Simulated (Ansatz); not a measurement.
Base system: BeTe in the zinc blende structure (space group F-43m, No. 216; a = 5.6569 Å). Axes: x, y, z lie along the cube axes.

The values are results of Ansatz (a program for electronic structure), r2SCAN, PAW, cutoff 500 eV, spin-orbit coupling left out, not measurements.

Base values:

| Quantity | Value |
|---|---|
| Band gap | 2.38 eV |

The change: biaxial strain −2.42 %, plane normal [001], relaxed out of plane (Cartesian); in-plane vectors clamped, the third vector and the atoms free.

Task: How does this affect the energy relative to the base and band gap?

Result: The energy goes up by 9.7 meV/atom; the band gap decreases by 0.262 eV to 2.11 eV.

Spin-orbit coupling, missing from the scalar runs, can matter with Te. Gaps are Kohn–Sham eigenvalue differences; semilocal functionals usually give less than the measured gap. No phonon test of stability was made.
